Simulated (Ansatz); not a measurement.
Take YN in the rock salt structure (space group Fm-3m, No. 225; a = 4.8562 Å) as the base. Axes: x, y, z lie along the cube axes.

Calculations: Ansatz (a quantum-chemistry and plane-wave program) PBEsol, scalar-relativistic without spin-orbit coupling.

Base values:

```
Item               Result
---------------  --------
Band gap          0.08 eV
Volume per atom  14.31 Å³
```

The change: biaxial strain −1.64 %, plane normal [001], relaxed out of plane (Cartesian); in-plane vectors clamped, the third vector and the atoms free.

**Question.** What does the calculation give for the band gap after the change?

**Answer.** The band gap becomes zero (base: 0.08 eV).

**Question.** Estimate the effect on the volume per atom.

**Answer.** The volume per atom decreases by 0.35 Å³, from 14.31 Å³ to 13.96 Å³.

The mesh was chosen for an insulator and is coarse for the gapless case. Whether these cells are dynamically stable was not tested. All final runs are without spin polarisation. The zero or small gap of YN can change with the level of theory.
